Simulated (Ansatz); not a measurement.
A computed series for hypothetical cubic perovskite RbSrBr3: response to strain

Start from RbSrBr$_{3}$ in the cubic perovskite structure (space group Pm-3m, No. 221; a = 5.9462 Å; a hypothetical phase, not in the database extracts checked). Axes: x, y, z lie along the cube axes.

Strains are applied to the cell and any free atomic positions relax; under biaxial strain the out-of-plane vector relaxes too.

Method: plane-wave PAW DFT at the r2SCAN level (Ansatz, a first-principles code, 500 eV), no spin-orbit coupling.

Notes on the quantities. pressure: mean of the normal stresses, compression positive.

```tsv
case	volume per atom	band gap	pressure	smallest direct gap
base	42.05 Å³	4.60 eV	0.01 GPa	4.84 eV
biaxial strain −1.51 %, plane normal [001], relaxed out of plane	40.94 Å³	4.62 eV	0.56 GPa	4.87 eV
biaxial strain +4.40 %, plane normal [001], relaxed out of plane	45.44 Å³	4.46 eV	-1.11 GPa	4.70 eV
biaxial strain +3.86 %, plane normal [111], relaxed out of plane	43.31 Å³	4.47 eV	-0.53 GPa	4.64 eV
uniaxial strain ε_xx = −4.42 %	40.19 Å³	4.65 eV	1.06 GPa	4.86 eV
uniaxial strain ε_xx = +0.33 %	42.19 Å³	4.59 eV	-0.05 GPa	4.83 eV
uniaxial strain ε_yy = −0.41 %	41.88 Å³	4.60 eV	0.09 GPa	4.84 eV
uniaxial strain ε_yy = +1.18 %	42.54 Å³	4.57 eV	-0.20 GPa	4.82 eV
uniaxial strain ε_yy = +1.92 %	42.86 Å³	4.55 eV	-0.32 GPa	4.81 eV
```

Stability against distortions was not tested. Many cubic perovskites are stable only at high temperature; tilts and polar distortions were not tested.
